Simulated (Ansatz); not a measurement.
# Effective masses and thermopower of BP (R3m)

Input:

```yaml
crystal:
  lattice:
    - [-0.00381, 2.26480, 2.26480]
    - [2.26480, -0.00381, 2.26480]
    - [2.26480, 2.26480, -0.00381]
  atoms:
    - { symbol: B, position: [0.99993, 0.99993, 0.99993] }
    - { symbol: P, position: [0.25007, 0.25007, 0.25007] }
```

The numbers are results of r2SCAN with spin-orbit coupling, rigid bands (plane waves, PAW; Ansatz, a program for electronic structure), not measurements. Condition of this run: uniaxial stress along [111] of 1 GPa (compression positive) (the target of the relaxation). How the cell was made: cell and atoms relaxed with r2SCAN, then loaded as said.

```yaml
band_gap: 1.38 eV
electron conductivity mass (300 K, dilute): 0.32 mₑ
hole conductivity mass (300 K, dilute): 0.39 mₑ
effective density of states N_c (300 K): 4.1e19 cm⁻³
effective density of states N_v (300 K): 1.7e19 cm⁻³
density_of_states_mass_electrons: 1.39 mₑ
density_of_states_mass_holes: 0.76 mₑ
Seebeck coefficient, n-type 1e19 cm⁻³, 300 K: -336 μV/K
best n-type power factor at 300 K for τ = 10 fs (best axis; densities from 1e16 to 1e21 cm⁻³ tried, whether or not they can be reached): 20 μW/(cm·K²) at 1e20 cm⁻³
Seebeck coefficient, p-type 1e19 cm⁻³, 300 K: 315 μV/K
best p-type power factor at 300 K for τ = 10 fs (best axis; densities from 1e16 to 1e21 cm⁻³ tried, whether or not they can be reached): 14.4 μW/(cm·K²) at 1e20 cm⁻³
```

Rigid bands; masses and Seebeck coefficients take one relaxation time τ for all states and one kind of carrier; polarons and phonon drag are left out.
